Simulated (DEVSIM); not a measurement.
Device: abrupt In0.53Ga0.47As n-p junction, at 300 K.

Layer 1 from the left is In0.53Ga0.47As, thickness (μm) 0.410, Nd (cm⁻³) 6.4e15, τn (s) 1.1e-9, τp (s) 1.1e-9. Layer 2 from the left is In0.53Ga0.47As, thickness (μm) 38.0, Na (cm⁻³) 4.2e14, τn (s) 1.1e-9, τp (s) 1.1e-9.

Left contact: ohmic. Right contact: ohmic. Voltage is applied to the left contact. Recombination: SRH at mid-gap, Auger. Mobility is μmin + (μ − μmin)/(1 + (N/Nref)^α).

This is a model device: material constants are rounded textbook-type values typed into the input, and sizes, dopings and lifetimes were drawn at random. Values at 300 K.

In0.53Ga0.47As: gap (eV) 0.74, affinity (eV) 4.51, permittivity 13.9, Nc (cm⁻³) 2.1e17, Nv (cm⁻³) 7.7e18, μn (cm²/Vs) 12000, μp (cm²/Vs) 300, μn,min 300, μp,min 10, Nref,n 1.3e17, Nref,p 4.9e17, αn 0.48, αp 0.4, Cn (cm⁶/s) 5e-29, Cp (cm⁶/s) 5e-29.

**Question.** Estimate by hand the built-in potential, the peak field at zero bias, and compare with a numerical solution.

**Answer.** 
- Built-in potential: ni = √(Nc Nv) exp(−Eg/2kT) = 7.74e11 cm⁻³ with Eg = 0.740 eV; Vbi = kT/q ln(Na Nd/ni²) = 0.396 V; numerical 0.396 V.
- Peak field at zero bias: depletion approximation: W = √(2εVbi/(qN)) = 1.24 μm with N = 3.94e14 cm⁻³; field = 2Vbi/W = 6370 V/cm; numerical 6510 V/cm (estimate below by 2.0 %).

Model (solved in DEVSIM): 1D drift-diffusion, Boltzmann statistics, complete ionisation; no tunnelling, impact ionisation, image-force lowering or self-heating.
